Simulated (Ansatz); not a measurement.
Input for bcc Ta (1 1 0) on rutile SnO2 (1 0 0) (film strained to the substrate, started from cuts of the bulks and a machine-learned relaxation; slabs Sn6O10 and Ta8, which can lie off the formulas):

Ansatz 0.2 input:
```yaml
crystal:
  lattice:
    - [3.23842, 0.0, 0.030068734]
    - [3.23842, 4.827423, -0.05829245]
    - [1.0382387, 1.561318405, 24.028414241]
  atoms:
    - { symbol: Sn, position: [0.067877538, 0.938530509, 0.150247397] }
    - { symbol: Sn, position: [0.083504274, 0.463900057, 0.046239198] }
    - { symbol: O, position: [0.385660002, 0.13608692, 0.109899133] }
    - { symbol: O, position: [0.378132442, 0.651910865, 0.089155622] }
    - { symbol: Sn, position: [0.043466654, 0.889483268, 0.351247208] }
    - { symbol: Sn, position: [0.057320716, 0.413571327, 0.250746251] }
    - { symbol: O, position: [0.750124123, 0.23546995, 0.210661792] }
    - { symbol: O, position: [0.755711726, 0.735927356, 0.189706876] }
    - { symbol: O, position: [0.359901825, 0.088580178, 0.311590819] }
    - { symbol: O, position: [0.362312188, 0.593732639, 0.290463914] }
    - { symbol: Sn, position: [-0.007837908, 0.84572365, 0.554275972] }
    - { symbol: Sn, position: [0.024218016, 0.365980245, 0.451414992] }
    - { symbol: O, position: [0.721338135, 0.18518585, 0.411611685] }
    - { symbol: O, position: [0.723346175, 0.693319898, 0.39174354] }
    - { symbol: O, position: [0.314537643, 1.045171295, 0.510941604] }
    - { symbol: O, position: [0.335203625, 0.537510055, 0.492985087] }
    - { symbol: Ta, position: [0.183669478, 0.537651845, 0.659732907] }
    - { symbol: Ta, position: [0.185608758, 0.046421566, 0.657260811] }
    - { symbol: Ta, position: [0.656935702, 0.03346731, 0.753695509] }
    - { symbol: Ta, position: [0.652588284, 0.535401397, 0.753818879] }
    - { symbol: Ta, position: [0.125320272, 0.524637932, 0.850779304] }
    - { symbol: Ta, position: [0.12428731, 0.024870565, 0.853420605] }
    - { symbol: Ta, position: [0.601380904, 0.005757987, 0.950961893] }
    - { symbol: Ta, position: [0.601262472, 0.510112183, 0.943633295] }
basis:
  ecutwfc: 420
  ecutrho_ratio: 4
  xc_grid: 2
kpoints:
  mp_grid: { grid: [12, 7, 1] }
hamiltonian:
  xc: pbe
  dispersion: none
  pseudopotentials: { kind: paw }
scf:
  n_extra_bands: 35
  occupations: { method: fermi_dirac, width: 0.05 }
output:
  forces: true
  stress: true
  eigenstates:
    kpoints:
      - [0, 0, 0]
      - [0.5, 0, 0]
      - [0, 0.5, 0]
      - [0.5, 0.5, 0]
    e_range: [-3.5, 3.5]
    localisation: true
relax:
  f_tol: 0.04
  max_steps: 70
  cell: { fix: [a, b, gamma], stress_tol: 0.3 }
```

These are PBE (plane waves to 420 eV, PAW; Ansatz, a quantum-chemistry and plane-wave program) values and carry that method's errors. Spin–orbit coupling is left out; the runs are not spin-polarised. Its k-point mesh 12×7×1, Fermi–Dirac width 0.05 eV.

Problem. Write the closing report of this run, without the band table and long remarks, to eight decimals at most.

Solution. 
```
SCF converged after 6 iterations
Free energy (F): -121274.416410 eV
Harris-Foulkes:  -121274.416410 eV  (|F-HF|=2.18e-10)
Internal energy: -121274.336336 eV  (E = F + TS)
E sigma→0 (E₀):  -121274.376373 eV
Entropy (-TS):   -0.080074 eV (-3.336 meV/atom)
Fermi energy:    13.402967 eV
--- Per-component energies (eV) ---
  E_band       = -1492.131146
  E_kinetic    = 5802.174935
  E_local      = -14238.476103  (includes V_loc(G=0)·N_el)
  E_nonlocal   = 419.627967
  E_hartree    = 6564.689102
  E_xc         = -4761.282097
  E_vxc        = -3129.464880  (∫ρ·V_xc dr)
  E_paw        = -93625.682185  (= ΣΔE_a)
  E_vpaw       = -3475.397583  (= ΣTr[D̂ρ^β])
  E_aug_tail   = 0.025731  (compensation charges beyond the density's cutoff)
  E_ewald      = -21435.413686
  E_smearing   = -0.080074  (= −TS)
  E_closure    = 0.000000  (closes the sum)
  Σ components = -121274.416410   (vs F -121274.416410, Δ=0.00e0)
--- Forces (eV/Å), atoms counted from 1 ---
  atom   1  Sn     0.00042745     0.01136778     0.00146039
  atom   2  Sn    -0.00010325    -0.00071817     0.00149225
  atom   3  O     -0.00093855    -0.00421090     0.00057963
  atom   4  O      0.00081886    -0.00269879    -0.00523613
  atom   5  Sn    -0.00016108     0.00214147     0.00020917
  atom   6  Sn    -0.00033348    -0.01636040    -0.00204619
  atom   7  O     -0.00038789     0.00681751    -0.00265061
  atom   8  O      0.00136351    -0.00020038    -0.00037585
  atom   9  O     -0.00093329    -0.00807438    -0.00176593
  atom  10  O      0.00048609     0.00529400     0.00603879
  atom  11  Sn     0.00285651    -0.00679346     0.01469107
  atom  12  Sn    -0.00224458     0.01081703     0.01336848
  atom  13  O     -0.00053302     0.00151716    -0.01072446
  atom  14  O      0.00146698     0.00315005     0.00159821
  atom  15  O     -0.00212640     0.00620662    -0.00938591
  atom  16  O      0.00072680    -0.00153953    -0.00204819
  atom  17  Ta    -0.00589370    -0.00629862    -0.01641993
  atom  18  Ta     0.00378780    -0.00155976     0.01605298
  atom  19  Ta     0.00364356     0.00152039    -0.00408678
  atom  20  Ta    -0.00366153     0.00854490     0.00281620
  atom  21  Ta     0.00107632    -0.00015144     0.01397986
  atom  22  Ta     0.00120210    -0.00756336    -0.01505562
  atom  23  Ta    -0.00185905    -0.00731999     0.00611202
  atom  24  Ta     0.00131994     0.00611084    -0.00861521
  max |Σ_I F_I| component: 1.18e-5 eV/Å
--- Stress (GPa, compression-positive) ---
        0.662644      -0.010765       0.045425
       -0.010765      -1.098130      -0.060688
        0.045426      -0.060688       0.073474
  P = ⅓ Tr σ = -0.1207 GPa (-1.207 kbar)
--- Relaxed structure (6 steps of the walk, 6 accepted, 1 SCFs on fresh bases) ---
  F+E_penalty+E_count = -121274.41641012 eV   max|allowed force component| = 1.642e-2 eV/Å   (the final SCF, on the basis selected at the relaxed cell)
  cell:  # Å, volume = 374.4515 Å³
    - [3.23812273, 0.00066954, 0.05318820]
    - [3.23944429, 4.82511600, -0.13795354]
    - [1.21075769, 1.04757341, 23.94766136]
  atoms:
    - { symbol: Sn, position: [0.09303709, 0.92086026, 0.15030714] }
    - { symbol: Sn, position: [0.13713640, 0.42764807, 0.04819724] }
    - { symbol: O, position: [0.44054277, 0.09545833, 0.10590949] }
    - { symbol: O, position: [0.44829581, 0.59476804, 0.09190550] }
    - { symbol: Sn, position: [-0.00470689, 0.91837011, 0.35178959] }
    - { symbol: Sn, position: [0.04331865, 0.42048192, 0.25101411] }
    - { symbol: O, position: [0.75127455, 0.23280171, 0.21018197] }
    - { symbol: O, position: [0.76020615, 0.73388998, 0.19009146] }
    - { symbol: O, position: [0.32367364, 0.10967004, 0.31224384] }
    - { symbol: O, position: [0.33457078, 0.60951795, 0.29070388] }
    - { symbol: Sn, position: [-0.10554391, 0.91802409, 0.55466831] }
    - { symbol: Sn, position: [-0.05175216, 0.41535527, 0.45249963] }
    - { symbol: O, position: [0.65464593, 0.22853817, 0.41303108] }
    - { symbol: O, position: [0.66406672, 0.72925592, 0.39264189] }
    - { symbol: O, position: [0.24491526, 1.08923094, 0.51146854] }
    - { symbol: O, position: [0.25190238, 0.58962648, 0.49674276] }
    - { symbol: Ta, position: [0.26589511, 0.49486447, 0.65648625] }
    - { symbol: Ta, position: [0.24996864, 0.00994566, 0.65758960] }
    - { symbol: Ta, position: [0.71048490, 0.00194805, 0.75295065] }
    - { symbol: Ta, position: [0.71297941, 0.50013841, 0.75184335] }
    - { symbol: Ta, position: [0.16279654, 0.50112204, 0.85004727] }
    - { symbol: Ta, position: [0.16316818, -5.00223404e-6, 0.85152073] }
    - { symbol: Ta, position: [0.62360307, -0.00796582, 0.94713439] }
    - { symbol: Ta, position: [0.61139135, 0.50485975, 0.94526562] }
```

Cost: roughly 50 core-minutes.
